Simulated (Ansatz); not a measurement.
**BP: isotropic strain −0.50 %**

Base system: BP in the zinc blende structure (space group F-43m, No. 216; a = 4.537 Å).

Perturbation: every lattice vector is shortened by 0.50 %; the atoms relax in the strained cell.

Method: r2SCAN (Ansatz, an electronic-structure program, PAW, without spin-orbit coupling). Settings: 12×12×12 k-points, 0.05 eV Fermi–Dirac smearing.

```tsv
quantity	base	changed	shift
volume per atom	11.67 Å³	11.50 Å³	-0.17 Å³
space group	F-43m (No. 216)	F-43m (No. 216)	–
shortest interatomic distance	1.964 Å	1.955 Å	-0.0098 Å
energy relative to the base (free energy F)	0 meV/atom	+1.4 meV/atom	+1.4 meV/atom
pressure	0.00 GPa	2.62 GPa	+2.62 GPa
band gap	1.41 eV	1.39 eV	-0.02 eV
gap character	indirect, Γ → Γ–X (83 % along)	indirect, Γ → Γ–X (83 % along)	–
smallest direct gap	3.60 eV	3.62 eV	+0.02 eV
mean gap deformation potential ΔEg/Δln V	–	+1.4 eV	–
electron mass	1.3 mₑ along k, 0.22 mₑ across (off the special points)	1.3 mₑ along k, 0.22 mₑ across (off the special points)	–
```

Masses are band curvatures over ±0.01 Å⁻¹ around the edge. Along k means along the line from Γ to the band edge. No phonon test of stability was made.
